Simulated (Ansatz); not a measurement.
The reference is CaSnSe3 in the cubic perovskite structure (space group Pm-3m, No. 221; a = 5.2890 Å; a hypothetical phase, not in the database extracts checked).

(Cell as relaxed with PBE.)

Levels (all Ansatz, a first-principles code, PAW): PBE (420 eV, no spin-orbit coupling); PBEsol (420 eV, no SOC).

Each level relaxes its own structure.

```tsv
quantity	PBE	PBEsol
volume per atom	29.59 Å³	(withheld)
lattice parameter a	5.289 Å	(withheld)
band gap	zero	(withheld)
```

Problem. Predict the PBEsol column.

Solution. 
- volume per atom, PBEsol: 28.31 Å³
- lattice parameter a, PBEsol: 5.212 Å
- band gap, PBEsol: zero

PBE's volume per atom lies 1.28 Å³ above PBEsol's (4.5 %); PBE's lattice parameter a lies 0.077 Å above PBEsol's (1.5 %); the two agree on the band gap. Neither level is exact; PBEsol is the comparison here, not a measurement.

Stability against distortions was not tested. The final runs are not spin-polarised. Many cubic perovskites are stable only at high temperature; tilts and polar distortions were not tested.
